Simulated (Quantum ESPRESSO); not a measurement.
**Quick settings and what they miss: TiAl (P4/mmm, 2 atoms in the cell)**

Self-consistent single point.

```
TiAl
1.0
    2.80147     0.00000     0.00000
    0.00000     2.80147     0.00000
    0.00000     0.00000     4.05300
Ti Al
1 1
Direct
  0.50000   0.50000   0.50000
  0.00000   0.00000   0.00000
```

Method: PBE, PseudoDojo standard norm-conserving (PBE) pseudopotentials (plane waves; Quantum ESPRESSO 7.5).

Base settings: ecutwfc = 85 Ry; occupations = smearing; smearing = mp; degauss = 0.0099958 Ry; potentials = {Ti: Ti.upf, Al: Al.upf}; K_POINTS = automatic 9 9 7 1 1 1; conv_thr = 1e-10 Ry; mixing_beta = 0.5.

Tight run (finer mesh or higher cutoff; not a proven limit): ecutwfc: 85 Ry → 119 Ry; conv_thr: 1e-10 Ry → 7.3e-11 Ry; K_POINTS: automatic 9 9 7 1 1 1 → automatic 13 13 10 1 1 1. It gave Fermi level (on the code's own zero) 11.24 eV; pressure 2.28 GPa.

Quick runs, as changes from the base:
- A: the base itself
- B: ecutwfc: 85 Ry → 68 Ry; K_POINTS: automatic 9 9 7 1 1 1 → automatic 2 2 2 1 1 1
- C: ecutwfc: 85 Ry → 42 Ry; smearing: mp → fd; degauss: 0.0099958 Ry → 0.019992 Ry; K_POINTS: automatic 9 9 7 1 1 1 → automatic 2 2 2 1 1 1
- D: ecutwfc: 85 Ry → 59 Ry; degauss: 0.0099958 Ry → 0.019992 Ry; conv_thr: 1e-10 Ry → 7.3e-06 Ry; K_POINTS: automatic 9 9 7 1 1 1 → automatic 4 4 4 1 1 1
- E: ecutwfc: 85 Ry → 42 Ry; smearing: mp → cold; degauss: 0.0099958 Ry → 0.019992 Ry; K_POINTS: automatic 9 9 7 1 1 1 → automatic 4 4 4 1 1 1; potentials: PseudoDojo standard norm-conserving (LDA) [LDA (PW92)]
- F: ecutwfc: 85 Ry → 59 Ry; smearing: mp → cold; degauss: 0.0099958 Ry → 0.036749 Ry; conv_thr: 1e-10 Ry → 7.3e-05 Ry; K_POINTS: automatic 9 9 7 1 1 1 → automatic 8 8 8 1 1 1

Energies are extrapolated to zero smearing width, which holds to low order in the width alone (under cold and Methfessel-Paxton smearing the free energy itself is taken).

Dashes: pressure of D, F, not trusted under this conv_thr with d or f elements; energy of E, another energy zero.

† marks runs with another functional, U, potentials or spin treatment: their distance from the tight run is not a convergence error alone.

The count of work is k-points × plane waves × bands × iterations; it is no time. 

The starting cell comes from a database of computed structures (which also holds hypothetical and non-ambient phases and stackings), without a prior relaxation at this level. Its lattice was rescaled by a random factor within 2.5 % of one. Spin polarisation is off.

| run | energy less tight (meV/atom) | pressure less tight (GPa) | count of work / tight |
|---|---|---|---|
| A | -1.5 | -0.08 | 0.26 |
| B | 891.3 | 7.67 | 0.0028 |
| C | 1848.8 | -30.78 | 0.0014 |
| D | 28.2 | – | 0.0095 |
| E† | – | -48.10 | 0.0091 |
| F | 56.4 | – | 0.045 |

Among the runs at the tight run's level, the energy misses run from 1.5 to 1848.8 meV/atom.
